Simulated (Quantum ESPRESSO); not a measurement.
**Habitual settings against a tight run: BaTl3 (P6_3/mmc, 8 atoms in the cell)**

Self-consistent single point.

```yaml
crystal:
  lattice:
    - [7.99898, 0.00000, 0.00000]
    - [-3.99949, 6.92732, 0.00000]
    - [0.00000, 0.00000, 5.19884]
  atoms:
    - { symbol: Ba, position: [0.33333, 0.66667, 0.75000] }
    - { symbol: Ba, position: [0.66667, 0.33333, 0.25000] }
    - { symbol: Tl, position: [0.14688, 0.29375, 0.25000] }
    - { symbol: Tl, position: [0.85313, 0.70625, 0.75000] }
    - { symbol: Tl, position: [0.85313, 0.14688, 0.75000] }
    - { symbol: Tl, position: [0.14688, 0.85313, 0.25000] }
    - { symbol: Tl, position: [0.70625, 0.85313, 0.25000] }
    - { symbol: Tl, position: [0.29375, 0.14688, 0.75000] }
```

Method of the run: PBEsol, PseudoDojo standard norm-conserving (PBESOL) pseudopotentials (plane waves; Quantum ESPRESSO).

Base settings: ecutwfc = 65 Ry; occupations = smearing; smearing = marzari-vanderbilt; degauss = 0.019992 Ry; potentials = {Ba: Ba.upf, Tl: Tl.upf}; K_POINTS = automatic 3 3 4 0 0 0; conv_thr = 1e-11 Ry; mixing_beta = 0.4.

Tight run (finer mesh or higher cutoff; not a proven limit): ecutwfc: 65 Ry → 91 Ry; conv_thr: 1e-11 Ry → 7.3e-11 Ry; K_POINTS: automatic 3 3 4 0 0 0 → automatic 5 5 6 0 0 0. It gave Fermi level (on the code's own zero) 8.65 eV; pressure -2.90 GPa; largest force (vector length) 0.091 eV/Å.

Quick runs, as changes from the base:
- A: the base itself
- B: ecutwfc: 65 Ry → 39 Ry; K_POINTS: automatic 3 3 4 0 0 0 → automatic 1 1 1 0 0 0
- C: ecutwfc: 65 Ry → 39 Ry; conv_thr: 1e-11 Ry → 7.3e-05 Ry; K_POINTS: automatic 3 3 4 0 0 0 → automatic 3 3 3 0 0 0

Energies are extrapolated to zero smearing width, which holds to low order in the width alone (under cold and Methfessel-Paxton smearing the free energy itself is taken).

Dashes: time of B, under 30 s.

The count of work is k-points × plane waves × bands × iterations; it is no time. Core times come from one kind of shared machine and are given to one figure; runs under 30 s give none.

The starting cell comes from a database of computed structures (which also holds hypothetical and non-ambient phases and stackings), without a prior relaxation at this level. Its lattice was rescaled by a random factor within 2.5 % of one.

| run | energy less tight (meV/atom) | pressure less tight (GPa) | largest miss in a force vector (eV/Å) | count of work / tight | core time / tight (rough) |
|---|---|---|---|---|---|
| A | 20.0 | 0.08 | 0.033 | 0.30 | 0.2 |
| B | 1058.8 | -9.05 | 0.617 | 0.018 | – |
| C | 451.0 | -14.01 | 0.068 | 0.046 | 0.04 |

Among the runs at the tight run's level, the energy misses run from 20.0 to 1058.8 meV/atom.

Left out of this page: 2 runs of the series outside the window shown, repeating another row's setting, or not comparable.
